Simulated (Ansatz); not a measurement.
# Re with two functionals, pressure −1 GPa

Consider Re in the hcp (Mg type) structure (space group P6_3/mmc, No. 194; a = 2.7751 Å, c = 4.4830 Å).

(Cell as relaxed with PBE.)

Levels (all Ansatz, a quantum-chemistry and plane-wave program, PAW): PBE (420 eV, no SOC); PBEsol (420 eV, scalar-relativistic without spin-orbit coupling).

Each level relaxes its own structure.

| base | PBE | PBEsol |
|---|---|---|
| volume per atom | 14.95 Å³ | 14.55 Å³ |
| lattice parameter a | 2.775 Å | 2.751 Å |
| band gap | zero | zero |

The change: a negative pressure, −1 GPa.

```tsv
quantity	PBE	PBEsol
lattice parameter a	2.778 Å	2.753 Å
c/a ratio	1.615	1.615
```

PBE's lattice parameter a lies 0.025 Å above PBEsol's (0.9 %); the two agree on the c/a ratio. Neither level is exact; PBEsol is the comparison here, not a measurement.

Load acts through the strain it causes; cell and atoms are relaxed under it. Stability against distortions was not tested. The final runs are not spin-polarised.
